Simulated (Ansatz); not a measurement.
# Zr, pressure series

The parent structure is Zr in the hcp (Mg type) structure (space group P6_3/mmc, No. 194; a = 3.184 Å, c = 5.117 Å).

Cell and atoms are relaxed at each pressure.

The values are results of Kohn–Sham DFT with the PBEsol functional, run in Ansatz (an electronic-structure program) with PAW and 420 eV plane waves, without spin-orbit coupling, not measurements.

Notes on the quantities. enthalpy: H = E + PV relative to the base's energy.

```csv
case,c/a ratio,enthalpy,volume per atom
base,1.607,–,22.46 Å³
pressure −2 GPa,1.604,-0.28 eV/atom,22.94 Å³
pressure −1 GPa,1.606,-0.14 eV/atom,22.70 Å³
pressure 0.9 GPa,1.608,+0.13 eV/atom,22.26 Å³
pressure 2.1 GPa,1.611,+0.29 eV/atom,22.01 Å³
pressure 4.5 GPa,1.616,+0.62 eV/atom,21.52 Å³
pressure 9 GPa,1.626,+1.21 eV/atom,20.71 Å³
pressure 15 GPa,1.644,+1.97 eV/atom,19.78 Å³
pressure 22.5 GPa,1.670,+2.87 eV/atom,18.81 Å³
pressure 30 GPa,1.700,+3.73 eV/atom,17.97 Å³
```

Load acts through the strain it causes; cell and atoms are relaxed under it. Whether these cells are dynamically stable was not tested. The final runs are not spin-polarised. Measured, Zr leaves this structure (for the ω phase) near 3 GPa (temperature not stated; as listed in C. Cazorla, D. Alfè, M. J. Gillan, Physical Review B (2008)).
